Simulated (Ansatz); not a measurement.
Reference: BeS (F-43m), PBEsol, rigid bands (plane waves, PAW, scalar-relativistic; Ansatz, a quantum-chemistry and plane-wave program); geometry: cell and atoms relaxed with PBEsol.

Space group F-43m (No. 216); a = 4.8378 Å, b = 4.8378 Å, c = 4.8378 Å, α = 90.00°, β = 90.00°, γ = 90.00°

```tsv
atom	site	symmetry	x	y	z
Be	4a	-43m	0.0000	0.0000	0.0000
S	4c	-43m	0.2500	0.2500	0.2500
```
(The calculation used a cell of 2 atoms; values per cell refer to that cell.)

The band gap comes out as 2.91 eV, the electron conductivity mass comes out as 0.37 mₑ and the Seebeck coefficient, n-type 1e19 cm⁻³ comes out as -275 μV/K.

Problem. Swap S for Se, keeping the structure type. How do these values move?

Solution. BeSe (F-43m): volume per atom 14.2 to 16.9 Å³; band gap falls (2.91 eV to 2.47 eV); electron conductivity mass falls (0.37 mₑ to 0.35 mₑ); Seebeck coefficient, n-type 1e19 cm⁻³ stays about the same (-275 μV/K to -271 μV/K).

Moves up to 5 % count as about the same. Masses are for dilute carriers at 300 K, harmonic means over directions unless an axis is named. Seebeck coefficients are for the stated density at 300 K, with one relaxation time for all states and whether or not that doping can be reached. Spin-orbit coupling is left out.
